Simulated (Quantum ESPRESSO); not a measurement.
Input and output of a self-consistent single point for Zr (P6_3/mmc, 4 atoms in the cell) (Quantum ESPRESSO).

Level of theory: PBE, GBRV 1.5 ultrasoft (PBE) pseudopotentials (plane waves; Quantum ESPRESSO).

```xyz
4
Lattice="3.1599 0.0000 0.0000 -1.5799 2.7365 0.0000 0.0000 0.0000 10.1669" Properties=species:S:1:pos:R:3 pbc="T T T"
Zr     0.0000     0.0000     0.0000
Zr     0.0000     0.0000     5.0834
Zr     0.0000     1.8243     2.5417
Zr     1.5799     0.9122     7.6252
```

Reference input (self-consistent single point, DFT, PBE, plane waves, GBRV 1.5 ultrasoft (PBE) pseudopotentials): ecutwfc = 40 Ry; ecutrho = 320 Ry; occupations = smearing; smearing = marzari-vanderbilt; degauss = 0.0036749 Ry; potentials = {Zr: zr_pbe_v1.uspp.F.UPF}; K_POINTS = automatic 12 12 4 0 0 0; conv_thr = 1e-10 Ry. This run's input differs from it in these lines:

```diff
@@ -12,4 +12,4 @@
   ntyp = 1
-  ecutwfc = 40
-  ecutrho = 320
+  ecutwfc = 16
+  ecutrho = 128
   occupations = 'smearing'
```

Output, abridged:

```
     Self-consistent Calculation

     iteration #  1     ecut=    16.00 Ry     beta= 0.70

     Threshold (ethr) on eigenvalues was too large:
     Diagonalizing with lowered threshold

     negative rho (up, down):  2.575E-01 0.000E+00

     total energy              =    -396.36837081 Ry
     estimated scf accuracy    <       0.08542739 Ry

     iteration #  2     ecut=    16.00 Ry     beta= 0.70

     negative rho (up, down):  2.597E-01 0.000E+00

     total energy              =    -396.34931983 Ry
     estimated scf accuracy    <       0.10329789 Ry

     iteration #  3     ecut=    16.00 Ry     beta= 0.70

     negative rho (up, down):  2.618E-01 0.000E+00

     total energy              =    -396.35802047 Ry
     estimated scf accuracy    <       0.33858339 Ry

   [... 8 blocks of this kind left out ...]

     iteration # 12     ecut=    16.00 Ry     beta= 0.70

     negative rho (up, down):  2.636E-01 0.000E+00

     total energy              =    -396.38957544 Ry
     estimated scf accuracy    <          7.2E-10 Ry

     iteration # 13     ecut=    16.00 Ry     beta= 0.70

     negative rho (up, down):  2.636E-01 0.000E+00
     End of self-consistent calculation

     the Fermi energy is    15.0688 ev

!    total energy              =    -396.38957544 Ry
     estimated scf accuracy    <          9.9E-11 Ry
     smearing contrib. (-TS)   =      -0.00005027 Ry
     internal energy E=F+TS    =    -396.38952516 Ry

     convergence has been achieved in  13 iterations

     negative rho (up, down):  2.636E-01 0.000E+00

     Forces acting on atoms (cartesian axes, Ry/au):

     atom    1 type  1   force =     0.00000000   -0.00000000   -0.00000000
   [... zero for the other atoms too ...]

     Total force =     0.000000     Total SCF correction =     0.000000

     negative rho (up, down):  2.636E-01 0.000E+00
          total   stress  (Ry/bohr**3)                   (kbar)     P=     -247.25
  -0.00171341  -0.00000000   0.00000000         -252.05       -0.00        0.00
  -0.00000000  -0.00171341   0.00000000           -0.00     -252.05        0.00
   0.00000000  -0.00000000  -0.00161548            0.00       -0.00     -237.65

   JOB DONE.
```

The run converged in 13 iterations. Against the reference run the free energy goes up by 682 meV/atom and the pressure goes from 6.19 to -24.72 GPa.

The starting cell was generated: these elements placed on a structure prototype, without a prior relaxation; it need not be a known phase or ordering of this composition. Its lattice was rescaled by a random factor within 2.5 % of one. At the lowered cutoff the pressure carries the error of an incomplete plane-wave basis.

Cost on one core of a shared machine: roughly 40 s.
